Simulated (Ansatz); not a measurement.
Worked calculations on one periodic cell of amorphous Hf₁₈O₃₉Sc₂: Hf18O39Sc2, 59 atoms, volume 762.6 Å³, made by a melt-quench on the CHGNet potential and relaxed with DFT. O atoms were pushed apart under 1.9 Å during the dynamics, to hinder bonds among them. It is a model cell: composition and starting density were chosen by hand, and all elements were melted together. The numbers are results of PBE, scalar-relativistic without spin-orbit coupling (plane waves to 420 eV, PAW; Ansatz, a program for electronic structure), not measurements. Sampling: a 2×2×2 Γ-centred mesh; Fermi-Dirac width 0.02 eV; no spin polarisation. Its volume was held where the quench left it, its shape was free, and it stands at a mean pressure of 2.6 GPa with stress components up to 2.6 GPa; the relaxation ran on the zone centre alone. Its density went from a set 8.55 to 8.55 g/cm³. The cell is small and was quenched far faster than a real film, so it is one sample of the glass.

Count formal charges (Hf +4, O -2, Sc +3). What does the count lead one to expect at the Fermi level, and what does the calculation give?

18 × (+4) + 39 × (-2) + 2 × (+3) = 0. The charges balance, so the anion-derived valence states can be full and a gap can open. On this mesh the highest filled and lowest empty level lie 3.84 eV apart, the PBE gap of this cell, with a localised state at one edge or both.

Four energies for an added electron at PBE on the zone centre alone (charged cells in a uniform background, spin-polarised): neutral at the neutral geometry -309484.399 eV; charged at the neutral geometry -309468.799 eV; charged and relaxed -309468.990 eV; neutral at the charged geometry -309483.950 eV.

Find the two relaxation energies and their sum, the reorganisation energy.

On charging: -309468.799 − (-309468.990) = 0.191 eV. On discharging: -309483.950 − (-309484.399) = 0.449 eV. The sum is 0.640 eV. The carrier's level spreads over 11 of the 59 atoms' worth, so it counts as partly localised, most on one Hf atom with neighbours O 2.07 Å, O 2.08 Å, O 2.09 Å, O 2.14 Å, O 2.16 Å, O 2.21 Å (neutral geometry). The values are uncorrected: the image energy of a point charge in this cell, 2.84 × 14.40 / (2 × 9.1) = 2.2 eV before screening, is screened by electrons alone at the fixed geometry and by ions too after relaxing, and the carrier can be spread before it relaxes, so each term can be off by up to that value times 1/ε∞, some tenths of an eV. PBE's self-interaction favours spread-out carriers, so a hybrid can localise more.

Four energies for a hole at PBE on the zone centre alone (charged cells in a uniform background, spin-polarised): neutral at the neutral geometry -309484.399 eV; charged at the neutral geometry -309495.959 eV; charged and relaxed -309496.270 eV; neutral at the charged geometry -309483.673 eV.

Find the two relaxation energies and their sum, the reorganisation energy.

On charging: -309495.959 − (-309496.270) = 0.311 eV. On discharging: -309483.673 − (-309484.399) = 0.726 eV. The sum is 1.037 eV. The carrier's level spreads over 3 of the 59 atoms' worth, so it counts as localised, most on one O atom with neighbours Hf 2.02 Å, Hf 2.08 Å, Hf 2.32 Å (neutral geometry). The values are uncorrected: the image energy of a point charge in this cell, 2.84 × 14.40 / (2 × 9.1) = 2.2 eV before screening, is screened by electrons alone at the fixed geometry and by ions too after relaxing, and the carrier can be spread before it relaxes, so each term can be off by up to that value times 1/ε∞, some tenths of an eV. PBE's self-interaction favours spread-out carriers, so a hybrid can localise more.
